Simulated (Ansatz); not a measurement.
Given:

End structure of the (11-22) surface of hcp Co, ferromagnetic in its 1x1 cell, outermost plane spacing 1.06 Å in the ideal cut:

```
CELL_PARAMETERS angstrom
      4.31786     0.00000     0.00000
      0.00000     4.74095     0.00000
      0.00000     0.00000    26.00000
ATOMIC_POSITIONS crystal
  Co 0.33618 0.82468 0.32074
  Co 0.16382 0.32468 0.32074
  Co 0.82943 0.94926 0.35552
  Co 0.67057 0.44926 0.35552
  Co 0.33297 0.09883 0.39851
  Co 0.16703 0.59883 0.39851
  Co 0.83208 0.23173 0.43809
  Co 0.66792 0.73173 0.43809
  Co 0.33230 0.37189 0.48020
  Co 0.16770 0.87189 0.48020
  Co 0.83230 0.51058 0.51981
  Co 0.66770 0.01058 0.51981
  Co 0.33208 0.65074 0.56191
  Co 0.16792 0.15074 0.56191
  Co 0.83297 0.78364 0.60149
  Co 0.66703 0.28364 0.60149
  Co 0.32943 0.93321 0.64448
  Co 0.17057 0.43321 0.64448
  Co 0.83618 0.05778 0.67926
  Co 0.66382 0.55778 0.67926
```

Slab: 20 atoms, 9.5 Å thick at the start (thin: gaps and levels are the slab's own); k 9x8x1, smearing 0.1 eV, dipole-corrected; all atoms relaxed; symmetry of the start imposed; spin-polarised, no spin-orbit, no U.

### Question
Predict the surface energy (mean of both faces) from PBE (Ansatz, a program for electronic structure).

### Answer
2.62 J/m^2

### Question
Predict the work function of the top face from PBE.

### Answer
4.48 eV
